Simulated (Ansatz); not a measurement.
# ZnGeP2: biaxial strain −0.51 %, plane normal [001], relaxed out of plane

The parent structure is ZnGeP$_{2}$ in the chalcopyrite structure (space group I-42d, No. 122; a = 5.500 Å, c = 10.844 Å). Axes: x, y, z lie along a, b, c of the conventional cell.

Now apply this change: biaxial strain −0.51 %, plane normal [001], relaxed out of plane (Cartesian); in-plane vectors clamped, the third vector and the atoms free.

The values are results of PBE/PAW in Ansatz (an electronic-structure program), no spin-orbit coupling, not measurements. k-mesh 9×9×9 (Γ-centred); smearing 0.05 eV (Fermi–Dirac).

Volume per atom: 20.38 Å³ (base 20.50 Å³)
Space group: I-42d (No. 122) (base I-42d (No. 122))
Shortest interatomic distance: 2.356 Å (base 2.360 Å)
Energy relative to the base (free energy F): +0.4 meV/atom
Pressure (mean of the normal stresses, compression positive): 4.3 kbar (base 0.0 kbar)
Band gap: 1.18 eV (an upper bound: an edge found on the path is not a true extremum; both cells) (base 1.14 eV)
Out-of-plane strain: +0.45 %
Mean in-plane stress (compression positive): +0.7 GPa

Cost of the whole job for the changed cell (relaxation, final SCF and bands): very roughly 4 core-minutes.

Whether these cells are dynamically stable was not tested.
